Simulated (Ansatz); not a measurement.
Base system: ZnS in the zinc blende structure (space group F-43m, No. 216; a = 5.390 Å). Axes: x, y, z lie along the cube axes.

One thing is altered: compressive biaxial strain of 1.25 % in the plane normal to [001], as in epitaxy on a mismatched substrate; the out-of-plane cell vector and the atoms relax.

Levels (all Ansatz, a program for electronic structure, PAW, earlier PAW set): r2SCAN (500 eV, no spin-orbit coupling); HSE06+SOC (420 eV, spin-orbit coupling included).

The geometry is relaxed with r2SCAN.

- r2SCAN lowest conduction level above the VBM at special points = Γ 2.71 eV; X 3.60 eV; M 3.75 eV
- r2SCAN valence-band top at Γ = 0.00, 0.00, -0.11 eV

Problem. What does HSE06+SOC give at this geometry for the lowest conduction level above the VBM at special points and valence-band top at Γ?

Solution. The lowest conduction level above the VBM at special points goes from Γ 2.71 eV; X 3.60 eV; M 3.75 eV to Γ 3.35 eV; X 4.24 eV; M 4.38 eV; the valence-band top at Γ (three highest Kramers pairs, from the VBM) goes from 0.00, 0.00, -0.11 eV to 0.00, -0.04, -0.15 eV.

Single points use the geometry relaxed with r2SCAN. Differences between runs with and without spin-orbit coupling are approximate. The levels and masses belong to the bands next to the band gap. Stability against distortions was not tested. k-point labels follow each cell's own Brillouin zone.
